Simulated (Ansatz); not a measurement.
N2 on the 1x1 (111) surface of fcc Cu, one in a 2x2 cell, started at the site 'hollow Cu-Cu-Cu over Cu at depth 4.1 Å'

These are PBE with D3(BJ) dispersion (plane waves to 420 eV, PAW; Ansatz, a first-principles code) values and carry that method's errors.

Slab: 18 atoms, 6.2 Å thick at the start under the adsorbate (thin: gaps and levels are the slab's own); k 6x6x1, smearing 0.1 eV, dipole-corrected; 8 atoms held, the rest relaxed; start symmetry kept, larger cells not searched; no spin, no spin-orbit, no U. At the end no host atom lies within bonding distance. In D3-corrected PBE this state lies 0.03 eV over the lowest of the starts that converged ('bridge Cu-Cu (span 2.6 Å)').

```
Quantity                                                                                                                   Value
--------------------------------------------------------------------------------------  ----------------------------------------
adsorption energy against N2(g)                                                                                         -0.11 eV
work function of the top face                                                                                            4.62 eV
change of the work function                                                                                             -0.13 eV
change of the step from the bottom to the top vacuum level, against the clean slab                                      -0.13 eV
energy released by relaxation                                                                                           0.088 eV
height of the binding atom over the mean of the host atoms within 0.3 Å of the top one                                   3.326 Å
nearest host atoms of the binding atom                                                  Cu at 3.64 Å, Cu at 3.64 Å, Cu at 3.64 Å
largest move of a host atom                                                                                               0.09 Å
cost                                                                                       about 6 core-minutes (a rough figure)
```

A negative adsorption energy means that the adsorbate is more stable on the surface than in its reference.
